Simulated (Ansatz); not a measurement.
Start from ZnGeP2 in the chalcopyrite structure (space group I-42d, No. 122; a = 5.4242 Å, c = 10.7095 Å). Axes: x, y, z lie along a, b, c of the conventional cell.

The values are results of PBEsol/PAW in Ansatz (a first-principles code), no spin-orbit coupling, not measurements.

Base values:

| Item | Value |
|---|---|
| Valence-band top at Γ | 0.00, -0.07, -0.07 eV |

Perturbation: the cell is compressed by 3.01 % along x with no lateral relaxation, atoms relaxed at fixed cell.

Q: How does this affect the valence-band top at Γ?

A: The valence-band top at Γ (three highest levels, from the VBM) goes from 0.00, -0.07, -0.07 eV to 0.00, -0.10, -0.19 eV.

Q: What does the calculation give for the stress after the change?

A: The stress (xx, yy, zz, yz, xz, xy; compression positive) comes out as (4.09, 2.01, 2.03, 0.00, 0.00, 0.00) GPa.

The levels and masses belong to the bands next to the band gap. The cells carry an imposed strain or load. Whether these cells are dynamically stable was not tested.
